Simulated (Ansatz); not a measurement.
We consider BP (model structure, started from the CdTe type, P6₄22, No. 181, 6 atoms in the cell), described by PBE in Ansatz (PAW).

Run with plane-wave cutoff 520 eV, 12×12×4 k mesh (along the axes of the cell as run), Fermi–Dirac smearing 0.01 eV, scalar-relativistic PAW data made under PBE.

Cell (relaxed at this level):

```cif
data_B3P3
_chemical_formula_sum 'B3 P3'
_space_group_name_H-M_alt 'P6422'
_space_group_IT_number 181
_space_group_name_Hall 'P 64 2 (0 0 2)'
_cell_length_a 3.27875
_cell_length_b 3.27875
_cell_length_c 6.99552
_cell_angle_alpha 90.000
_cell_angle_beta 90.000
_cell_angle_gamma 120.000
loop_
_atom_site_label
_atom_site_type_symbol
_atom_site_symmetry_multiplicity
_atom_site_Wyckoff_symbol
_atom_site_fract_x
_atom_site_fract_y
_atom_site_fract_z
_atom_site_occupancy
B1 B 3 c 0.50000 0.00000 0.00000 1
P1 P 3 d 0.50000 0.00000 0.50000 1
```

Question: What does this level give for the band gap and smallest direct gap on the k points sampled?

Answer: 
* **band gap**: 0.04 eV (indirect)
* **smallest direct gap on the k points sampled**: 2.36 eV

Note: the relaxation could raise the start's symmetry but not lower it, so the cell can be a saddle point.

Static lattice: no zero-point or thermal effects.

Computing time: very roughly 9 core-seconds.

A model structure was made by putting elements into a prototype or built by hand; it is no filed structure, need not be a known phase, and can be a saddle point held by its symmetry.

Ansatz is a first-principles code.
